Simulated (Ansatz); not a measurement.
## A computed series for Ir: pressure series

Consider Ir in the fcc (Cu type) structure (space group Fm-3m, No. 225; a = 3.8112 Å).

Cell and atoms are relaxed at each pressure.

Level of theory: LDA (Ansatz, a program for electronic structure; PAW; 420 eV plane waves; no SOC).

Notes on the quantities. enthalpy: H = E + PV relative to the base's energy.

```
variant            lattice parameter a       enthalpy
-----------------  -------------------  -------------
base                           3.811 Å              –
pressure −2 GPa                3.818 Å  -0.17 eV/atom
pressure −1 GPa                3.814 Å  -0.09 eV/atom
pressure 0.9 GPa               3.808 Å  +0.08 eV/atom
pressure 2.1 GPa               3.805 Å  +0.18 eV/atom
pressure 4.5 GPa               3.797 Å  +0.39 eV/atom
pressure 9 GPa                       ?  +0.77 eV/atom
pressure 15 GPa                3.768 Å  +1.27 eV/atom
pressure 22.5 GPa              3.749 Å  +1.89 eV/atom
pressure 30 GPa                3.732 Å  +2.51 eV/atom
```

Task: Some entries are withheld; estimate them.

Result: 
- pressure 9 GPa, lattice parameter a: 3.784 Å

Load acts through the strain it causes; cell and atoms are relaxed under it. No phonon test of stability was made. Competing high-pressure phases were not computed. The final runs are not spin-polarised.
